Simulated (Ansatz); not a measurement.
The parent structure is Cu in the fcc (Cu type) structure (space group Fm-3m, No. 225; relaxed with 0.1 eV smearing).

```xyz
1
Lattice="0.0000 1.7817 1.7817 1.7817 0.0000 1.7817 1.7817 1.7817 0.0000" Properties=species:S:1:pos:R:3 pbc="T T T"
Cu     0.0000     0.0000     0.0000
```

Cartesian axes are those of the cell as printed.

Calculations: Ansatz (an electronic-structure program), PBEsol, PAW, cutoff 420 eV, no SOC, earlier PAW set.

For the base:

The shortest interatomic distance is 4.762 bohr.

Perturbation: tensile biaxial strain of 1.47 % in the plane normal to [001], as in epitaxy on a mismatched substrate; the out-of-plane cell vector and the atoms relax.

Problem. Predict the new in-plane stress, energy relative to the base and shortest interatomic distance.

Solution. The mean in-plane stress (compression positive) amounts to -1.9 GPa; the energy increases by 2.1 meV/atom; the shortest interatomic distance falls by 0.015 bohr to 4.747 bohr.

Stability against distortions was not tested. The final runs are not spin-polarised.
